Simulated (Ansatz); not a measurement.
Functionals compared on a constructed model of the (0001) surface of hcp Re, a pseudomorphic layer of Os in the host's stacking (bottom of the slab: a bare face, its two planes held), in Ansatz (plane waves, PAW). The structure was relaxed with PBE; the other rows are single points on it. Cutoff 420 eV (500 eV for r2SCAN).

Slab: 7 atoms, 13.8 Å thick at the start; k 15x15x1, smearing 0.1 eV, dipole-corrected; 2 atoms held, the rest relaxed; start symmetry kept, larger cells not searched; no spin, no spin-orbit, no U. It is one candidate, not shown to be the stable structure of the face. These notes are the PBE run's.

```
functional  work function of the top face (eV)          rough cost of the single point
----------  ----------------------------------  --------------------------------------
PBE                                       4.81                                       –
RPBE                                      4.66  about 40 core-seconds (a rough figure)
r2SCAN                                    4.81                 roughly 70 core-seconds
```

Ansatz is an electronic-structure program.
